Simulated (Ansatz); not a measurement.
```yaml
crystal:
  lattice:
    - [3.90284, 0.00000, 0.00000]
    - [1.95142, 3.37996, 0.00000]
    - [1.95142, -1.12665, 3.13123]
  atoms:
    - { symbol: Ga, position: [0.00150, 0.99925, 0.99775] }
    - { symbol: P, position: [0.49850, 0.25075, 0.75225] }
```

No spin polarisation.

Level of theory: Ansatz (an electronic-structure program) r2SCAN, no spin-orbit coupling. Γ-centred 10×10×10 mesh, Fermi–Dirac width 0.05 eV.

Predict the gap character, smallest direct gap, valence-band top at Γ and band gap.

The gap character is indirect, Γ → T, the smallest direct gap comes out as 2.09 eV and the valence-band top at Γ (three highest levels, from the VBM) is 0.00, -0.13, -0.13 eV. The band gap is 1.71 eV.

The cells carry an imposed strain or load. Whether these cells are dynamically stable was not tested. The cell was made from GaP in the zinc blende structure (space group F-43m, No. 216) by this change: biaxial strain +1.25 %, plane normal [111], relaxed out of plane.
